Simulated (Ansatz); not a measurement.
The parent structure is a 12-atom supercell of WSe2 in the 2H-MoS2 type structure (space group P6_3/mmc, No. 194; a = 3.279 Å, c = 12.786 Å; layered, stacked along the Cartesian z axis) at its relaxed geometry.

The values are results of PBE-D3(BJ)/PAW in Ansatz (an electronic-structure program), without spin-orbit coupling, not measurements.

Base values:

Pressure: 0.0 GPa

It is then changed as follows: one Se atom is replaced by Mo, atoms relaxed at fixed cell, starting from a slightly rattled geometry.

Tabulated Pauling electronegativity and covalent radius: Se 2.55, 1.20 Å; Mo 2.16, 1.54 Å.

Q: Estimate the effect on the pressure.

A: The pressure goes from zero to -1.8 GPa.

Q: Predict the new largest displacement of a host atom from its site in the perfect cell.

A: The largest displacement of a host atom from its site in the perfect cell is 0.26 Å.

Q: Predict the new shift of the substituted atom off its lattice site.

A: The shift of the substituted atom off its lattice site comes out as 0.32 Å.

Other magnetic orders, which the real material may have, were not ruled out. In so small a cell the defect repeats every few ångströms: this is an ordered compound, not a dilute defect. The mesh was chosen for an insulator and is coarse for the gapless case. Seeded moments were not kept for Mo on a Se site. The defect cell is spin-polarised and ends with 0.0 μB. The D3 term's C6 switches between coordination references near this geometry, which can add small steps to energies.
